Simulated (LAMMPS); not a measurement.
LAMMPS 22 Jul 2025, classical MD, Tersoff (GaN.tersoff): GaN, 110592 atoms.

| Item | Value |
|---|---|
| task | MD, nve |
| potential | Tersoff, GaN.tersoff |
| copies of the repeat unit | 24×24×24 |
| shape (slab and sphere leave vacuum in the box) | bulk |
| temperature | 800 K |
| steps | 600 |
| timestep | 1 fs |
| neighbor skin | 2 Å |
| neigh_modify | every 1 delay 0 check yes |
| thermo | 100 |
| newton | on (default) |
| atom_modify sort (bins of 2 Å where set) | 1000 (default) |
| comm_style | brick (default) |
| box | 76.5 × 132.6 × 124.4 Å |
| start | generated wurtzite lattice, warmed in an untimed run |
| compared values | energy and forces of the first step, drift over the run |

Machine: one whole node, Arm Neoverse V2, 96 cores on 1 socket, no SMT, 1 L3 cache group.

Each time is the median wall time of two to five repeats, run one at a time on the otherwise empty machine; start-up is included. Processes are pinned to neighbouring cores unless said otherwise. Build: PyPI wheel: MPICH, OPENMP and OPT packages. Other compilers and libraries give other times. Scratch files lie in a memory file system. A preparatory run goes ahead and isn't timed.

Started as
```bash
# ahead of the timed run: OMP_NUM_THREADS=1 mpirun -np 48 lmp -in in.warm -log none -nocite
OMP_NUM_THREADS=1 mpirun -np 32 lmp -in in.lmp -log log.lammps -nocite
```
(32 ranks, suffix = none (plain styles) (default)) it takes 5.1 s and 0 neighbour list builds.

Estimate the wall time with 22 ranks × 4 threads, suffix = omp.

About 2.1 s (3 runs within 1 %): 2.4× as fast, on 88 cores in place of 32, so 1.1× the core-time. The largest move is in pair forces (Pair): 4.7 s to 1.7 s. As resolved by the program: grid of ranks 2 by 4 by 4 against 1 by 11 by 2. Change in the result: energy equal as printed, forces on 48 atoms equal as printed, drift of the total energy equal as printed.
